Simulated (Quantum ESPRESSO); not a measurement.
Short convergence ladders for Pd (Fm-3m, 1 atom in the cell)

```yaml
crystal:
  lattice:
    - [0.00000, 1.95084, 1.95084]
    - [1.95084, 0.00000, 1.95084]
    - [1.95084, 1.95084, 0.00000]
  atoms:
    - { symbol: Pd, position: [0.00000, 0.00000, 0.00000] }
```

Base method: PBE, PSlibrary PAW (PBE, semicore) pseudopotentials (plane waves; Quantum ESPRESSO).

Base settings: ecutwfc = 65 Ry; ecutrho = 585 Ry; occupations = smearing; smearing = fd; degauss = 0.0073499 Ry; potentials = {Pd: Pd.pbe-spn-kjpaw_psl.1.0.0.UPF}; K_POINTS = automatic 14 14 14 0 0 0; conv_thr = 1e-10 Ry; mixing_beta = 0.4.

The count of work is k-points × plane waves × bands × iterations; it is no time. Core times come from one kind of shared machine, to one figure; runs under 30 s give none.

**Shifted k-point meshes**

Only quantities that move along the ladder and can be compared are tabulated.

| K_POINTS | free energy less the last step's (meV/atom) | pressure (GPa) | count of work / last | core time / last (rough) |
|---|---|---|---|---|
| automatic 2 2 2 1 1 1 | -295.03 | 1.63 | 0.0020 | – |
| automatic 4 4 4 1 1 1 | 17.17 | 4.39 | 0.011 | – |
| automatic 6 6 6 1 1 1 | -3.45 | 3.81 | 0.031 | – |
| automatic 8 8 8 1 1 1 | 1.99 | 4.23 | 0.067 | 0.1 |
| automatic 10 10 10 1 1 1 | 0.45 | 4.09 | 0.12 | 0.1 |
| automatic 21 21 21 1 1 1 | 0.00 | 4.10 | 1.0 | 1 |

Coarsest K_POINTS that holds the pressure within 0.2 GPa of the last step, with all finer ones: automatic 8 8 8 1 1 1, at 0.067 of the last step's count of work and about 0.1 of the last step's time; the step before is off by 0.28 GPa.

Coarsest K_POINTS that holds the free energy within 1 meV/atom of the last step, with all finer ones: automatic 10 10 10 1 1 1, at 0.12 of the last step's count of work and about 0.1 of the last step's time; the step before is off by 2.0 meV/atom.

**The k-point mesh at a smearing width of 0.3 eV**

In this ladder: degauss = 0.02205 Ry.

Only quantities that move along the ladder and can be compared are tabulated.

```tsv
K_POINTS	free energy less the last step's (meV/atom)	pressure (GPa)	count of work / last	core time / last (rough)
automatic 5 5 5 0 0 0	112.22	8.02	0.014	–
automatic 7 7 7 0 0 0	-4.50	5.48	0.035	–
automatic 11 11 11 0 0 0	1.16	5.80	0.090	0.2
automatic 16 16 16 0 0 0	0.29	5.71	0.23	0.3
automatic 28 28 28 0 0 0	0.00	5.68	1.0	1
```

Coarsest K_POINTS that holds the free energy within 2 meV/atom of the last step, with all finer ones: automatic 11 11 11 0 0 0, at 0.090 of the last step's count of work and about 0.2 of the last step's time; the step before is off by 4.5 meV/atom.

Coarsest K_POINTS that holds the pressure within 0.1 GPa of the last step, with all finer ones: automatic 16 16 16 0 0 0, at 0.23 of the last step's count of work and about 0.3 of the last step's time; the step before is off by 0.12 GPa.

**The mesh under tetrahedron occupations**

In this ladder: occupations = tetrahedra_opt; smearing = default; degauss = default.

Only quantities that move along the ladder and can be compared are tabulated.

| K_POINTS | free energy less the last step's (meV/atom) | pressure (GPa) | count of work / last | core time / last (rough) |
|---|---|---|---|---|
| automatic 6 6 6 0 0 0 | 39.94 | 4.95 | 0.034 | – |
| automatic 9 9 9 0 0 0 | 15.15 | 4.11 | 0.056 | – |
| automatic 14 14 14 0 0 0 | 4.53 | 3.80 | 0.20 | 0.1 |
| automatic 22 22 22 0 0 0 | 0.59 | 3.66 | 0.58 | 0.5 |
| automatic 27 27 27 0 0 0 | 0.00 | 3.64 | 1.0 | 1 |

Coarsest K_POINTS that holds the pressure within 0.1 GPa of the last step, with all finer ones: automatic 22 22 22 0 0 0; the step before is off by 0.16 GPa.

Coarsest K_POINTS that holds the free energy within 2 meV/atom of the last step, with all finer ones: automatic 22 22 22 0 0 0; the step before is off by 4.5 meV/atom.

On the base run: the starting cell has typed, rounded lattice constants, without a prior relaxation at this level. Its lattice was rescaled by up to half a per cent. Spin polarisation is off. In the base run, with a pressure of about 4 GPa the cell is away from its equilibrium volume at this level.
